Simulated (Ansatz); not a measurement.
Take Sr in the fcc (Cu type) structure (space group Fm-3m, No. 225; a = 5.923 Å) as the base.

The values are results of Ansatz (a first-principles code) PBEsol, no SOC, earlier PAW set, not measurements.

Base values:

The lattice parameter a is 592.3 pm and the band gap is zero.

Now apply this change: full substitution Sr → Ca; the structure is relaxed again.

Q: How does this affect the lattice parameter a and band gap?

A: The lattice parameter a falls by 46.8 pm (592.3 pm → 545.5 pm); the band gap is still zero.

Stability against distortions was not tested.
